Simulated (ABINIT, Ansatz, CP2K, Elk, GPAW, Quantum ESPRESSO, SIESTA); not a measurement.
Code comparison for LiAg₃ (Pm-3m, 4 atoms in the cell)

Self-consistent single point, at a second geometry (lattice scaled by 0.98). First geometry:

```
CELL_PARAMETERS angstrom
      4.03340     0.00000     0.00000
      0.00000     4.03340     0.00000
      0.00000     0.00000     4.03340
ATOMIC_POSITIONS crystal
  Li 0.00000 0.00000 0.00000
  Ag 0.00000 0.50000 0.50000
  Ag 0.50000 0.00000 0.50000
  Ag 0.50000 0.50000 0.00000
```

Shared settings, as Ansatz (an electronic-structure program) writes them: kpoints.mp_grid.grid = 8 8 8; scf.occupations.method = fermi_dirac; scf.occupations.width = 0.05 eV. Potentials and cutoffs stand in the table.

```tsv
code	model	ΔF from the first geometry (meV/atom)	pressure (GPa)	cutoff
CP2K	PBEsol, GPW, DZVP-MOLOPT-PBE-GTH basis, GTH-PBE potentials (POTENTIAL_UZH)	6.2	4.00	grid 500 Ry
GPAW	PBEsol, GPAW PAW datasets PBEsol (made by gpaw-setup)	2.3	3.19	600 eV
ABINIT	PBEsol, norm-conserving pseudopotentials (PseudoDojo nc-sr-04 PBEsol standard)	2.2	3.08	1116 eV
SIESTA	GGA PBEsol, numerical atomic orbitals DZP, PseudoDojo PBEsol standard norm-conserving potentials (rewritten from UPF to PSML)	-0.4	2.86	grid 400 Ry
Ansatz	PBEsol, PAW files made with PBE	2.3	3.18	420 eV
Elk	PBEsol, all-electron FP-LAPW, Elk's shipped species files, APW+lo basis with extra local orbitals	7.8	–	rgkmax 7.5
Quantum ESPRESSO	PBEsol, GBRV 1.5 ultrasoft (PBESOL) pseudopotentials	3.2	1.86	40 Ry
```

For Quantum ESPRESSO (by 1.5 GPa) the energy change implies a higher mean pressure, against the two pressures, than for the other programs: a sign of finite-basis (Pulay) stress.

A dash marks a value that a program does not give, or that is left out as unsure.

The spread over the programs that give each value: ΔF from the first geometry within 8.2 meV/atom; pressure within 2.14 GPa.

CP2K and SIESTA use small atom-centred bases, whose incompleteness enters pressures, forces and empty levels differently from a plane-wave cutoff. Elk treats all electrons, but the usual bases taken here (sphere radii, linearisation, local orbitals, empty states) were not tested for convergence, so the values are no reference for the others. Ansatz's pressure is given at a fixed set of plane waves, as the other plane-wave codes print theirs; with its correction for the finite basis it is 3.25 GPa. In the pressure, Quantum ESPRESSO (by 1.27) lies more than 1 GPa from the median of the plane-wave programs.

The starting cell comes from a database of computed structures (which also holds hypothetical and non-ambient phases and stackings), without a prior relaxation at this level. Its lattice was rescaled by a random factor within 2.5 % of one. For this run, on top of that: lattice scaled by 0.98.

Left out of this page: FLEUR (with a known weakness of the program).

Keys are those of Ansatz 0.2.
